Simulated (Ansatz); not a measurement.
Functionals compared on the (301) surface of tetragonal indium in its 1x1 cell, outermost plane spacing 1.08 Å in the ideal cut, in Ansatz (plane waves, PAW). The structure was relaxed with PBE; the other rows are single points on it, each with its references at the same level. Cutoff 420 eV (500 eV for r2SCAN).

Set-up: 10 atoms, 9.7 Å thick at the start (thin: gaps and levels are the slab's own); mesh 12x5x1; 0.1 eV smearing; dipole correction on; all atoms relaxed; held to the part of the start's symmetry that mesh and held atoms allow; no spin, no spin-orbit, no U. These notes are the PBE run's.

| functional | surface energy (J/m²) | work function of the top face (eV) | rough cost of the single point |
|---|---|---|---|
| PBE | 0.36 | 3.80 | – |
| LDA | 0.53 | 4.08 | around 100 core-seconds (rough) |
| PBEsol | 0.48 | 3.89 | very roughly 90 core-seconds |
| RPBE | 0.26 | 3.68 | about 90 core-seconds (a rough figure) |
| r2SCAN | 0.39 | 3.92 | about 3 core-minutes (a rough figure) |

Ansatz is a quantum-chemistry and plane-wave program.
